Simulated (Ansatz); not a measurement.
Consider the following.

End structure of a constructed model of the (111) surface of fcc Cu, a pseudomorphic layer of Mg in the host's stacking (bottom of the slab: a bare face, its two planes held):

```yaml
crystal:
  lattice:
    - [2.56680, 0.00000, 0.00000]
    - [-1.28340, 2.22291, 0.00000]
    - [0.00000, 0.00000, 29.00000]
  atoms:
    - { symbol: Cu, position: [0.33333, 0.66667, 0.27736] }
    - { symbol: Cu, position: [0.66667, 0.33333, 0.34962] }
    - { symbol: Cu, position: [0.00000, 0.00000, 0.42176] }
    - { symbol: Cu, position: [0.33333, 0.66667, 0.49412] }
    - { symbol: Cu, position: [0.66667, 0.33333, 0.56644] }
    - { symbol: Cu, position: [0.00000, 0.00000, 0.63904] }
    - { symbol: Mg, position: [0.33333, 0.66667, 0.72054] }
```

Model: 7-atom slab, 12.9 Å thick at the start with caps and adatoms (thin: gaps and levels are the slab's own), 17x17x1 mesh, Fermi-Dirac 0.1 eV, dipole correction, single point; on the structure that PBE left under its start's symmetry; no spin, no spin-orbit, no U. In PBE it is, or lies within 0.01 eV a 1x1 cell of, the lowest of the 2 structures of its composition computed so far; subsurface sites and larger cells were not tried.

Problem. Predict the work function of the top face from r2SCAN, at the PBE geometry (Ansatz, an electronic-structure program).

Solution. 4.15 eV
